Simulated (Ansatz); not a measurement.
A self-consistent single point of ZrV2Ga4 (I4mm, 7 atoms in the cell) with Ansatz (an electronic-structure program).

Method: PBEsol, default PAW files made with PBE (plane waves; Ansatz).

The change in words: lattice scaled by 0.98; basis.ecutrho_ratio: default → 12. Reference geometry:
```xyz
7
Lattice="-3.2012 3.2012 2.5684 3.2012 -3.2012 2.5684 3.2012 3.2012 -2.5684" Properties=species:S:1:pos:R:3 pbc="T T T"
Zr     0.0000     0.0000     0.0500
V      0.0000     3.2012     1.2842
V      3.2012     0.0000     1.2842
Ga     1.9403     1.9403     0.0000
Ga     1.2609     1.2609     2.5684
Ga     1.2609    -1.2609     2.5684
Ga    -1.2609     1.2609     2.5684
```

Reference input (self-consistent single point, DFT, PBEsol, plane waves, default PAW files made with PBE): basis.ecutwfc = 420 eV; kpoints.mp_grid.grid = 4 4 4; hamiltonian.xc = pbesol; hamiltonian.pseudopotentials = {kind: paw} (the program's default PAW files); scf.occupations.method = fermi_dirac; scf.occupations.width = 0.1 eV. This run's input differs from it in these lines:

Ansatz 0.2 input:
```diff
@@ -3,5 +3,5 @@
   lattice:
-    - [-3.20124800, 3.20124800, 2.56844300]
-    - [3.20124800, -3.20124800, 2.56844300]
-    - [3.20124800, 3.20124800, -2.56844300]
+    - [-3.13722300, 3.13722300, 2.51707400]
+    - [3.13722300, -3.13722300, 2.51707400]
+    - [3.13722300, 3.13722300, -2.51707400]
   atoms:
@@ -16,2 +16,3 @@
   ecutwfc: 420.0
+  ecutrho_ratio: 12
 kpoints:
```

Output, abridged:

```
SCF iter   1: F=—  HF=-24875.109445 eV  |F-HF|=—  |Δ(HF+E_count)|=         —  Δρ=1.27e-2  dr2=2.09e-1  ethr=1.77e-3  ⟨swp⟩=5.8  Hψ=2350  notcnv=0
all-band conjugate gradients solve this SCF's bands
preconditioner: auto → Kerker (q_TF=auto, 2.685 Å⁻¹)
SCF iter   2: F=—  HF=-24875.090074 eV  |F-HF|=—  |Δ(HF+E_count)|=   1.94e-2  Δρ=5.74e-3  dr2=5.08e-2  ethr=2.32e-4  ⟨swp⟩=2.0  Hψ=905  notcnv=0
   [... lines left out ...]
SCF iter   5: F=—  HF=-24875.085171 eV  |F-HF|=—  |Δ(HF+E_count)|=   1.59e-5  Δρ=1.39e-4  dr2=1.76e-5  ethr=2.13e-7  ⟨swp⟩=2.0  Hψ=1233  notcnv=0
SCF iter   6: F=—  HF=-24875.085189 eV  |F-HF|=—  |Δ(HF+E_count)|=   1.80e-5  Δρ=2.67e-5  dr2=7.41e-7  ethr=1.95e-8  ⟨swp⟩=2.1  Hψ=869  notcnv=0
SCF iter   7: F=—  HF=-24875.085189 eV  |F-HF|=—  |Δ(HF+E_count)|=   1.52e-7  Δρ=1.04e-5  dr2=1.20e-7  ethr=1.11e-10  ⟨swp⟩=5.3  Hψ=2921  notcnv=0
SCF iter   8: F=-24875.085189 eV  HF=-24875.085189 eV  |F-HF|=2.99e-9  |Δ(HF+E_count)|=   1.77e-8  Δρ=1.62e-6  dr2=4.03e-9  ethr=1.11e-10  ⟨swp⟩=3.8  Hψ=1955  notcnv=0
SCF 1 converged in 8 iterations: F = -24875.085189 eV  dr2 = 4.03e-9
Free energy (F): -24875.085189 eV
Internal energy: -24874.989561 eV  (E = F + TS)
E sigma→0 (E₀):  -24875.037375 eV
Entropy (-TS):   -0.095628 eV (-13.661 meV/atom)
Fermi energy:    15.727948 eV
--- Forces (eV/Å), atoms counted from 1 ---
  atom   1  Zr     0.00000000    -0.00000000    -0.34572774
  atom   2  V      0.00000000    -0.00000000     0.09008159
  atom   3  V     -0.00000000     0.00000000     0.09008159
  atom   4  Ga     0.00441289     0.00441289     0.04139357
  atom   5  Ga    -0.00441289    -0.00441289     0.04139357
  atom   6  Ga    -0.00441289     0.00441289     0.04139357
  atom   7  Ga     0.00441289    -0.00441289     0.04139357
--- Stress (GPa, compression-positive) ---
       10.124439      -0.000000       0.000000
       -0.000000      10.124439       0.000000
        0.000000       0.000000       8.812755
  P = ⅓ Tr σ = 9.6872 GPa (96.872 kbar)
  The stress holds the Pulay correction. Without it, at fixed plane waves, as pw.x and ABINIT print it: P = 9.6314 GPa
```

The run converged in 8 iterations. Against the reference run the free energy goes up by 24.3 meV/atom, the pressure goes from -0.36 to 9.69 GPa and the largest force goes from 0.278 to 0.346 eV/Å.

The starting cell comes from a database of computed structures (which also holds hypothetical and non-ambient phases and stackings), without a prior relaxation at this level. Its lattice was rescaled by up to half a per cent. One atom was moved a little off its site on purpose. For this run, on top of that: lattice scaled by 0.98. Spin polarisation is off. Ansatz's pressure includes its estimate of the finite-basis (Pulay) stress.
